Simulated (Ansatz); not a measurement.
An Ansatz (an electronic-structure program) run: Li with a change (uniaxial strain ε_zz = +0.50 %); PBEsol, PAW, 420 eV (Ansatz; no spin-orbit coupling).

Input:

Ansatz 0.2 input:
```yaml
crystal:
  lattice:
    - [-1.7171403555, 1.7171403555, 1.7257260573]
    - [1.7171403555, -1.7171403555, 1.7257260573]
    - [1.7171403555, 1.7171403555, -1.7257260573]
  atoms:
    - { symbol: Li, position: [0, 0, 0] }
basis: { ecutwfc: 420, ecutrho_ratio: 4, xc_grid: 2, fft_grid_basis: typed }
kpoints: { mp_grid: { grid: [27, 27, 27] } }
hamiltonian:
  xc: pbesol
  dispersion: none
  pseudopotentials: { kind: paw }
scf: { occupations: { method: fermi_dirac, width: 0.1 }, convergence: { dr2_threshold: 0.0000000001 } }
relax: { f_tol: 0.005, max_steps: 50 }
output: { forces: true, stress: true }
checkpoint: { write: state.ck, write_every: 1000 }
```

Output (explanatory and most iteration lines left out):

```
Relaxation: its limit of steps is 50 (relax.max_steps)
Pseudopotential: Li, paw, valence charge 3
Crystal: 1 atoms, lattice volume = 20.354 Å³
Basis set: ecut = 420 eV, 381 PW (Γ), exchange–correlation on 40×40×40 points (8 copies of the dense FFT grid, shifted against one another)
Bands: 6, of which v1, the nominal top of the filled ones, is band 2 counted from 1 (1 counted from 0)
Symmetry: 16 space group operations
Space group: I4/mmm (ITA 139), of the structure as read, at distance tolerance 2.7e-5 Å
k-points: 1470 of 19683
Functional: x = pbesol(κ = 0.804, μ = 0.12345679012345678), c = pbesol(β = 0.046)
SCF iter   1: F=—  HF=-203.006141 eV  |F-HF|=—  |Δ(HF+E_count)|=         —  Δρ=1.44e-3  dr2=1.30e-4  ethr=1.77e-3  ⟨swp⟩=4.0  Hψ=68442  notcnv=0
SCF iter   2: F=—  HF=-203.005652 eV  |F-HF|=—  |Δ(HF+E_count)|=   4.90e-4  Δρ=5.52e-4  dr2=1.85e-5  ethr=4.33e-6  ⟨swp⟩=2.2  Hψ=22356  notcnv=0
SCF 1 converged in 6 iterations: F = -203.005561 eV  dr2 = 1.10e-15
relax step   1: F+E_penalty+E_count = -203.00556096 eV  Δ(F+E_penalty+E_count) = +0.000e0 eV  max|allowed force component| = 0.000e0 eV/Å  Δτ_max = 0.0000 Å  (6 SCF iters, accepted)
SCF converged after 6 iterations
Free energy (F): -203.005561 eV
Internal energy: -202.989574 eV  (E = F + TS)
E sigma→0 (E₀):  -202.997567 eV
Entropy (-TS):   -0.015987 eV (-15.987 meV/atom)
Fermi energy:    1.014963 eV
--- Forces (eV/Å), atoms counted from 1 ---
  atom   1  Li     0.00000000     0.00000000     0.00000000
--- Stress (GPa, compression-positive) ---
       -0.059654      -0.000000      -0.000000
       -0.000000      -0.059654      -0.000000
       -0.000000      -0.000000      -0.065717
  P = ⅓ Tr σ = -0.0617 GPa (-0.617 kbar)
--- Relaxed structure (1 steps of the walk, 1 accepted, 0 SCFs on fresh bases) ---
  atoms:
    - { symbol: Li, position: [0.0, 0.0, 0.0] }
```

No phonon test of stability was made. The cell was made from Li in the bcc (W type) structure (space group Im-3m, No. 229) by this change: uniaxial strain ε_zz = +0.50 %.
